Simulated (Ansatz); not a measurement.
Response to strain in hypothetical CdI2 type PbO2

Start from PbO2 in the CdI2 type structure (space group P-3m1, No. 164; a = 3.3716 Å, c = 4.3606 Å; a hypothetical phase, not in the database extracts checked; layered, stacked along the Cartesian z axis). Axes: x lies along a and z along c of the hexagonal cell.

Strains are applied to the cell and any free atomic positions relax; under biaxial strain the out-of-plane vector relaxes too.

The values are results of r2SCAN+rVV10/PAW in Ansatz (a program for electronic structure), no spin-orbit coupling, not measurements.

Notes on the quantities. band gap: an upper bound: an edge found on the path is not a true extremum; the base alone; pressure: mean of the normal stresses, compression positive; energy relative to the base: free energy F.

| variant | band gap | space group | shortest interatomic distance | pressure | energy relative to the base |
|---|---|---|---|---|---|
| base | 0.52 eV | P-3m1 (No. 164) | 2.205 Å | 0.0 GPa | 0 meV/atom |
| biaxial strain +4.95 %, plane normal [001], relaxed out of plane | zero | P-3m1 (No. 164) | 2.257 Å | [?] | – |
| uniaxial strain ε_zz = −5.83 % | 0.22 eV | P-3m1 (No. 164) | [?] | 2.43 GPa | [?] |
| tensor shear ε_yz = +0.64 % | 0.50 eV | C2/m (No. 12) | 2.204 Å | 0.01 GPa | +0.1 meV/atom |
| tensor shear ε_yz = +0.73 % | 0.50 eV | C2/m (No. 12) | 2.204 Å | 0.02 GPa | +0.1 meV/atom |

Some entries are withheld; estimate them.


- biaxial strain +4.95 %, plane normal [001], relaxed out of plane, pressure: -8.7 GPa
- uniaxial strain ε_zz = −5.83 %, shortest interatomic distance: 2.200 Å
- uniaxial strain ε_zz = −5.83 %, energy relative to the base: +7.3 meV/atom

A case with no gap was solved on a k-mesh chosen for an insulator, which is coarse for it. With Pb present, leaving out spin-orbit coupling can change the band edges. Whether these cells are dynamically stable was not tested. The final runs are not spin-polarised. The zero or small gap of PbO2 under biaxial strain +4.95 %, plane normal [001], relaxed out of plane and PbO2 under uniaxial strain ε_zz = −5.83 % can change with the level of theory.
